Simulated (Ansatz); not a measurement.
## CaAlSiH under a change: pressure 1.5 GPa

Take CaAlSiH (space group P3m1, No. 156; a = 4.1259 Å, c = 4.7313 Å; a cell from a computed database, its experimental status unchecked) as the base.

One thing is altered: a hydrostatic pressure of 1.5 GPa.

Method: plane-wave PAW DFT at the r2SCAN level (Ansatz, a first-principles code, 500 eV), no spin-orbit coupling. k-mesh 9×9×7 (Γ-centred); smearing 0.05 eV (Fermi–Dirac).

The volume per atom falls by 0.465 Å³ (17.44 Å³ → 16.97 Å³) and the density grows by 0.06 g/cm³, from 2.29 g/cm³ to 2.35 g/cm³. The lattice parameter a shrinks by 2.0 pm, from 412.6 pm to 410.6 pm and the c/a ratio shrinks by 0.0143 to 1.132. The shortest interatomic distance drops by 0.6 pm, from 173.3 pm to 172.7 pm and the enthalpy H = E + PV relative to the base's energy is +0.16 eV/atom. The band gap decreases by 0.043 eV (0.64 eV → 0.59 eV) and the gap character remains indirect, A → M. The smallest direct gap increases by 0.02 eV to 1.47 eV and the mean gap deformation potential ΔEg/Δln V is +1.6 eV. The hole mass changes from 0.39 mₑ (at A) to 0.40 mₑ along k, 0.33 mₑ across (at A) and the valley order (the lowest conduction-band minima on the path, energy above the VBM, named in the base's zone) becomes M (1/2, 0, 0) 0.59 eV; K (1/3, 1/3, 0) 1.08 eV; A (0, 0, 1/2) 1.68 eV; H (1/3, 1/3, 1/2) 1.87 eV (base: M (1/2, 0, 0) 0.64 eV; K (1/3, 1/3, 0) 1.15 eV; A (0, 0, 1/2) 1.78 eV; H (1/3, 1/3, 1/2) 1.86 eV).

Load acts through the strain it causes; cell and atoms are relaxed under it. Effective masses come from finite differences of ±0.01 Å⁻¹. Along k means along the line from Γ to the band edge. No phonon test of stability was made.
